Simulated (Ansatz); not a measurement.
Start from InP in the zinc blende structure (space group F-43m, No. 216; a = 5.8784 Å).

The values are results of PBEsol (Ansatz, a quantum-chemistry and plane-wave program; PAW; 420 eV plane waves; without spin-orbit coupling), not measurements.

For the base:

Band gap: 0.57 eV
Width of the top valence band: 2.92 eV

The change: an isotropic linear strain of −0.50 %; the atoms relax in the strained cell.

Question: What happens to the band gap?

Answer: The band gap goes up by 0.08 eV (0.57 eV → 0.65 eV).

Question: What does the calculation give for the width of the top valence band after the change?

Answer: The width of the top valence band increases by 0.07 eV to 2.99 eV.

Stability against distortions was not tested.
